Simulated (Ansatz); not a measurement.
The parent structure is BN (space group P6_3/mmc, No. 194; a = 2.500 Å, c = 6.412 Å; layered, stacked along the Cartesian z axis).

Method: Ansatz (a program for electronic structure), PBEsol-D3(BJ), PAW, cutoff 420 eV, scalar-relativistic without spin-orbit coupling.

Before the change:

```
Item         Value
--------  --------
Pressure  0.00 GPa
```

Modification: an isotropic linear strain of +1.20 %, atoms relaxed at fixed cell.

Q: How does this affect the pressure and mean gap deformation potential ΔEg/Δln V?

A: The pressure (mean of the normal stresses, compression positive) goes from zero to -8.55 GPa; the mean gap deformation potential ΔEg/Δln V is -1.0 eV.

Whether these cells are dynamically stable was not tested.
